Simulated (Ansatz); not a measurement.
# ZnS: pressure series

Consider ZnS in the zinc blende structure (space group F-43m, No. 216).

```yaml
crystal:
  lattice:
    - [0.00000, 2.67826, 2.67826]
    - [2.67826, 0.00000, 2.67826]
    - [2.67826, 2.67826, 0.00000]
  atoms:
    - { symbol: S, position: [0.25000, 0.25000, 0.25000] }
    - { symbol: Zn, position: [0.00000, 0.00000, 0.00000] }
```

Cell and atoms are relaxed at each pressure.

Level of theory: Ansatz (a first-principles code) PBEsol, no spin-orbit coupling.

```csv
pressure (GPa),volume per atom (Å³/atom)
-2,19.731
-1,?
0,19.211
2.1,18.731
4.5,18.258
9,17.510
15,16.712
22.5,15.922
30,15.284
```

Q: Fit the third-order Birch–Murnaghan form P(V) = (3B₀/2)[(V₀/V)^(7/3) − (V₀/V)^(5/3)]·[1 + (3/4)(B₀′ − 4)((V₀/V)^(2/3) − 1)] (squares taken in P) to the rows shown and predict the withheld row.

A: Least squares on the printed values gives V₀ = 19.209 Å³/atom, B₀ = 79.3 GPa, B₀′ = 4.4; this predicts 19.460 Å³/atom, and the run gives 19.460 Å³/atom, in agreement.

Measured bulk modulus of ZnS: 77.1 GPa (temperature not stated; as listed in Cormac Toher et al., Physical Review Materials (2017)); the computed value is for a static lattice, so the two differ by thermal effects too.

Load acts through the strain it causes; cell and atoms are relaxed under it. Whether these cells are dynamically stable was not tested. Measured, ZnS leaves this structure (for rock salt) near 14.7 GPa (temperature not stated; as listed in Datta, Sujoy, Jana, Debnarayan, arXiv (2020)), on rising pressure, with hysteresis.
